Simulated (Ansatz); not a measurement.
We consider Ni (model structure, from the simple cubic type, Pm-3m, No. 221), described by LDA (Ansatz, a first-principles code, PAW).

Input file:

Ansatz 0.2 input:
```yaml
crystal:
  lattice:
    - [2.2449003518, 0.0, 0.0]
    - [0.0, 2.2449003518, 0.0]
    - [0.0, 0.0, 2.2449003518]
  atoms:
    - { symbol: Ni, position: [0.0, 0.0, 0.0], spin: 2.0 }
basis:
  ecutwfc: 520
  ecutrho_ratio: 4
  xc_grid: 2
kpoints:
  mp_grid: { grid: [24, 24, 24] }
hamiltonian:
  xc: lda
  dispersion: none
  pseudopotentials: { azcp: { folder: ./paw }, kind: paw }
scf:
  occupations: { method: fermi_dirac, width: 0.05 }
output:
  forces: false
  stress: true
  eigenvalues: true
magnetization:
  spin_polarized: true
relax:
  f_tol: 0.004
  escape_saddle: false
  max_steps: 80
```

From the output:

```
WARN output.stress: scf.convergence.dr2_threshold = 1e-7 eV (the SCF's general default) is looser than the 1e-10 eV advised for a printed stress (1e-10 eV for …
Relaxation: its limit of steps is 80 (relax.max_steps)
Crystal: 1 atoms, lattice volume = 11.313 Å³
Basis set: ecut = 520 eV, 305 PW (Γ), exchange–correlation on 36×36×36 points (8 copies of the dense FFT grid, shifted against one another)
Bands: 14, of which v1, the nominal top of the filled ones, is band 9 counted from 1 (8 counted from 0)
Symmetry: 48 space group operations
Space group: Pm-3m (ITA 221), of the structure as read, at distance tolerance 2.2e-5 Å
k-points: 455 of 13824
Initial density: superposition of atomic densities (chi_scale 0.1, normalization cell)
Functional: x = slater, c = lda
SCF 1 converged in 12 iterations: F = -5772.615163 eV  dr2 = 2.50e-13
relax step   1: F+E_penalty+E_count = -5772.61516294 eV  Δ(F+E_penalty+E_count) = +0.000e0 eV  max|allowed force component| = 0.000e0 eV/Å  Δτ_max = 0.0000 Å  (12 SCF iters, accepted)
SCF converged after 12 iterations
Magnetization: 0.4420 μB (9.2210 up, 8.7790 down)
Free energy (F): -5772.615163 eV
Internal energy: -5772.600571 eV  (E = F + TS)
E sigma→0 (E₀):  -5772.607867 eV
Fermi energy:    16.612807 eV
--- Forces (eV/Å), atoms counted from 1 ---
  atom   1  Ni     0.00000000    -0.00000000     0.00000000
--- Stress (GPa, compression-positive) ---
        3.972819      -0.000000       0.000000
       -0.000000       3.972819       0.000000
        0.000000       0.000000       3.972819
  P = ⅓ Tr σ = 3.9728 GPa (39.728 kbar)
```

The cell is one volume of an energy–volume scan, off the minimum.

The PAW data were made under PBE.

The run is spin-polarised with parallel starting moments, which need not be the measured order.

Note: the magnetic order was assumed, not searched for or taken from measurement. Note: moments this small hang on the smearing and the k mesh, and in weak itinerant magnets such levels tend to give too much. Note: the moments ended far under their starting size, a low-moment state that need not be the lowest. Note: the cell keeps the symmetry of its start, so it can be a saddle point.

A model structure was made by putting elements into a prototype or built by hand; it is no filed structure, need not be a known phase, and can be a saddle point held by its symmetry.
